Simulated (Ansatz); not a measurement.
Input:

```xyz
2
Lattice="0.0000 2.8014 2.8154 2.8014 0.0000 2.8154 2.8014 2.8014 0.0000" Properties=species:S:1:pos:R:3 pbc="T T T"
Ga     0.0000     0.0000     0.0000
As     1.4007     1.4007     1.4077
```

No spin polarisation.

All numbers come from Kohn–Sham DFT with the LDA functional, run in Ansatz (a quantum-chemistry and plane-wave program) with PAW and 420 eV plane waves, no spin-orbit coupling. Settings: 10×10×10 k-points, 0.05 eV Fermi–Dirac smearing.

Problem. Predict the gap character, stress and band gap.

Solution. 
- Gap character: direct at Γ
- Stress (xx, yy, zz, yz, xz, xy; compression positive): (-0.25, -0.25, -0.57, 0.00, 0.00, 0.00) GPa
- Band gap: 0.44 eV

The cells carry an imposed strain or load. Whether these cells are dynamically stable was not tested. The cell was made from GaAs in the zinc blende structure (space group F-43m, No. 216) by this change: uniaxial strain ε_zz = +0.50 %.
